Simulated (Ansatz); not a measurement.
```yaml
crystal:
  lattice:
    - [0.00000, 2.72765, 2.72765]
    - [2.72765, 0.00000, 2.72765]
    - [2.72765, 2.72765, 0.00000]
  atoms:
    - { symbol: Ge, position: [0.00000, 0.00000, 0.00000] }
    - { symbol: Ge, position: [0.25000, 0.25000, 0.25000] }
```

Computed with LDA, finite-displacement electron-phonon coupling, linearised Boltzmann equation (plane waves, PAW, scalar-relativistic; Ansatz, an electronic-structure program). Condition of this run: hydrostatic pressure 8 GPa (the target of the relaxation). Geometry: relaxed with this functional, without spin-orbit coupling, then loaded as said.

Q: What phonon-limited electron drift mobility does this give at 300 K?

A: 1100 cm²/(V·s).

Scattering by harmonic phonons alone: no impurities, screening or carrier-carrier scattering, bands fixed at 0 K. From a coarser fine mesh the values given move by up to 5 %. The mesh was bound by memory.
